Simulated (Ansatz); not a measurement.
The starting structures come from a database of crystals and need not be the phases stable at ambient conditions.

**Evanescent states of Zn(InS2)2 (Fd-3m, spinel, not sure to be the ambient phase, 14 atoms a cell, 22.2 Å³ an atom, -3 GPa at this level) along the normal of (110)**

All values below come from PBEsol (plane waves, PAW; Ansatz, a quantum-chemistry and plane-wave program).

The gap is the functional's own. No spin-orbit coupling. Mid-gap values are interpolated on the energy grid.

Energies count from the valence-band top; κ is the least over a 4×4 mesh across the current.

```csv
E (eV),κ (1/Å),where
0.04,0.058,off Γ
0.10,0.091,Γ
0.17,0.093,Γ
0.24,0.095,Γ
0.32,0.095,Γ
0.39,0.094,Γ
0.46,0.093,Γ
0.53,0.090,Γ
0.59,0.086,Γ
0.67,0.081,Γ
0.73,0.074,Γ
0.81,0.065,Γ
0.88,0.053,Γ
0.94,0.034,Γ
```

How thick must the barrier be to attenuate the transmission by 10^6 when the electrodes' Fermi level lies at 0.17 eV, and what attenuation does that film give at 0.39 eV?

d = 6 ln 10 / (2 × 0.093) = 74.3 Å. At 0.39 eV it gives 6 × 0.094/0.093 = 6.1 decades.
